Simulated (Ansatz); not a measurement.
ZrMnF6 under a change: F vacancy

Start from a 16-atom supercell of ZrMnF6 (space group Fm-3m, No. 225; a = 8.2107 Å; ferromagnetic; a cell from a computed database, its experimental status unchecked) at its relaxed geometry.

It is then changed as follows: a neutral F vacancy, atoms relaxed at fixed cell, starting from a slightly rattled geometry.

The values are results of PBEsol/PAW in Ansatz (a quantum-chemistry and plane-wave program), without spin-orbit coupling, not measurements. k-mesh 4×3×4 (Γ-centred); smearing 0.01 eV (Fermi–Dirac).

* **Pressure**: -1.4 GPa (base 0.0 GPa)
* **Largest displacement of a host atom from its site in the perfect cell**: 0.24 Å
* **Mean distance from the defect site to its nearest host atoms**: 2.01 Å (base 2.01 Å)

In so small a cell the defect repeats every few ångströms: this is an ordered compound, not a dilute defect. No Hubbard U is applied and the magnetic state is the run's own (Zr2Mn2F11 magnetic; ZrMnF6 ferromagnetic); other magnetic orders, which need larger cells, were not tried and can change the gap. The defect cell is spin-polarised and ends with 9.0 μB.
